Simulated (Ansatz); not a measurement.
**InAgTe2, response to strain**

The parent structure is InAgTe₂ in the chalcopyrite structure (space group I-42d, No. 122; a = 6.3535 Å, c = 12.6374 Å). Axes: x, y, z lie along a, b, c of the conventional cell.

Strains are applied to the cell and any free atomic positions relax.

Level of theory: Ansatz (a first-principles code), LDA, PAW, cutoff 420 eV, no spin-orbit coupling.

Notes on the quantities. energy relative to the base: free energy F; pressure: mean of the normal stresses, compression positive.

| variant | energy relative to the base | pressure | volume per atom |
|---|---|---|---|
| base | 0 meV/atom | 0.0 GPa | 31.88 Å³ |
| uniaxial strain ε_xx = +0.75 % | +0.4 meV/atom | -0.4 GPa | 32.12 Å³ |
| uniaxial strain ε_xx = +1.50 % | +1.4 meV/atom | -0.7 GPa | 32.36 Å³ |
| uniaxial strain ε_xx = +2.25 % | +3.1 meV/atom | -1.1 GPa | 32.60 Å³ |

No phonon test of stability was made. All final runs are without spin polarisation.
